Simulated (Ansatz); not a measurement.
Elastic constant C12 of rutile MgH₂ at several levels of theory

No measured value is used here.

### Question
Put these levels in order of the elastic constant C12 that they give for rutile MgH₂, smallest first: LDA (Ansatz, a first-principles code), PBE (Ansatz), PBEsol (Ansatz), r²SCAN (Ansatz).

### Answer
PBE (36.0 GPa), r²SCAN (38.0 GPa), PBEsol (40.6 GPa), LDA (44.1 GPa)

Unless a cell is named, each level is at its own relaxed cell (LDA 9.72, PBE 10.24, PBEsol 10.04, r²SCAN 10.04 Å³/atom).

Each level is taken at its own relaxed cell. Cutoffs differ between the levels. Ansatz's density-functional and Hartree–Fock values are scalar-relativistic unless marked +SOC, with PAW data made under PBE.
